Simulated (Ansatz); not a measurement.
**Response to strain in BeTe**

The reference is BeTe in the zinc blende structure (space group F-43m, No. 216; a = 5.554 Å). Axes: x, y, z lie along the cube axes.

Strains are applied to the cell and any free atomic positions relax; under biaxial strain the out-of-plane vector relaxes too.

All numbers come from LDA (Ansatz, a quantum-chemistry and plane-wave program; PAW; 420 eV plane waves; spin-orbit coupling left out).

Candidates:
(a) biaxial strain −2.00 %, plane normal [001], relaxed out of plane
(b) biaxial strain +1.00 %, plane normal [001], relaxed out of plane
(c) biaxial strain +3.00 %, plane normal [001], relaxed out of plane
(d) biaxial strain −2.50 %, plane normal [001], relaxed out of plane

Base values:

The band gap comes out as 1.79 eV.

### Question
Order them by band gap, lowest first.

### Answer
(c) biaxial strain +3.00 %, plane normal [001], relaxed out of plane (1.46 eV), (d) biaxial strain −2.50 %, plane normal [001], relaxed out of plane (1.51 eV), (a) biaxial strain −2.00 %, plane normal [001], relaxed out of plane (1.57 eV), (b) biaxial strain +1.00 %, plane normal [001], relaxed out of plane (1.67 eV)

Spin-orbit coupling, missing from the scalar runs, can matter with Te. No phonon test of stability was made.
